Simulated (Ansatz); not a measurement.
## MoSe2: 1 layer

Consider MoSe2 in the 2H-MoS2 type structure (space group P6_3/mmc, No. 194; a = 3.277 Å, c = 12.732 Å; layered, stacked along the Cartesian z axis).

Modification: a free-standing slab of 1 layer (3 atoms, 3 a layer) is cut normal to the stacking axis, with 15 Å of vacuum and the in-plane cell relaxed.

Computed with DFT with PBE-D3(BJ), PAW potentials and a 420 eV plane-wave cutoff in Ansatz (a program for electronic structure), no spin-orbit coupling. k-mesh 12×12×1 (Γ-centred); smearing 0.05 eV (Fermi–Dirac), for the changed cell.

| quantity | base | changed | shift |
|---|---|---|---|
| layer's space group (with vacuum) | – | P-6m2 (No. 187) | – |
| shortest interatomic distance | 2.526 Å | 2.529 Å | +0.003 Å |
| band gap | 0.74 eV | 1.55 eV | +0.81 eV |
| gap character | – | direct at K | – |
| electron mass (in plane) | – | 0.56 mₑ (at K) | – |
| hole mass (in plane) | – | 0.65 mₑ (at K) | – |
| excess energy per area of both faces (slab less bulk energy over the cell's area: twice a surface energy) | – | 0.56 J/m² | – |
| thickness between the outermost nuclei | – | 3.35 Å | – |
| in-plane lattice parameter a | 3.277 Å | 3.282 Å | +0.005 Å |

Slab and bulk use different k-meshes, which limits the precision of the excess energy. Masses are band curvatures over ±0.01 Å⁻¹ around the edge. Stability against distortions was not tested. Labels are those of the standard path for the cell's own space group.
